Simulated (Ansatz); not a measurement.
**A computed series for MoSi2: response to strain**

The reference is MoSi2 (space group I4/mmm, No. 139; a = 3.190 Å, c = 7.822 Å; relaxed with 0.1 eV smearing). Axes: x, y, z lie along a, b, c of the conventional cell.

Strains are applied to the cell and any free atomic positions relax.

Calculations: Kohn–Sham DFT with the PBEsol functional, run in Ansatz (a first-principles code) with PAW and 420 eV plane waves, scalar-relativistic without spin-orbit coupling.

Notes on the quantities. energy relative to the base: free energy F; pressure: mean of the normal stresses, compression positive.

```json
[
 {"change": "base", "energy relative to the base": "0 meV/atom", "shortest interatomic distance": "2.580 Å", "pressure": "0.0 GPa"},
 {"change": "uniaxial strain ε_xx = −3.00 %", "energy relative to the base": "+16 meV/atom", "shortest interatomic distance": "2.571 Å", "pressure": "___"},
 {"change": "uniaxial strain ε_xx = −2.00 %", "energy relative to the base": "___", "shortest interatomic distance": "2.580 Å", "pressure": "4.5 GPa"},
 {"change": "uniaxial strain ε_xx = −1.00 %", "energy relative to the base": "___", "shortest interatomic distance": "2.582 Å", "pressure": "2.2 GPa"},
 {"change": "uniaxial strain ε_xx = −0.50 %", "energy relative to the base": "+0.4 meV/atom", "shortest interatomic distance": "2.581 Å", "pressure": "1.1 GPa"},
 {"change": "uniaxial strain ε_xx = +0.50 %", "energy relative to the base": "+0.4 meV/atom", "shortest interatomic distance": "2.580 Å", "pressure": "-1.0 GPa"},
 {"change": "uniaxial strain ε_xx = +1.50 %", "energy relative to the base": "+3.7 meV/atom", "shortest interatomic distance": "2.578 Å", "pressure": "-3.0 GPa"},
 {"change": "uniaxial strain ε_xx = +2.00 %", "energy relative to the base": "+6.6 meV/atom", "shortest interatomic distance": "2.577 Å", "pressure": "-4.0 GPa"},
 {"change": "uniaxial strain ε_xx = +2.50 %", "energy relative to the base": "+10 meV/atom", "shortest interatomic distance": "2.576 Å", "pressure": "-4.9 GPa"},
 {"change": "uniaxial strain ε_xx = +3.00 %", "energy relative to the base": "+15 meV/atom", "shortest interatomic distance": "2.575 Å", "pressure": "-5.8 GPa"}
]
```

Question: Some entries are withheld; estimate them.

Answer: 
- uniaxial strain ε_xx = −3.00 %, pressure: 6.9 GPa
- uniaxial strain ε_xx = −2.00 %, energy relative to the base: +7.1 meV/atom
- uniaxial strain ε_xx = −1.00 %, energy relative to the base: +1.7 meV/atom

Stability against distortions was not tested. The final runs are not spin-polarised.
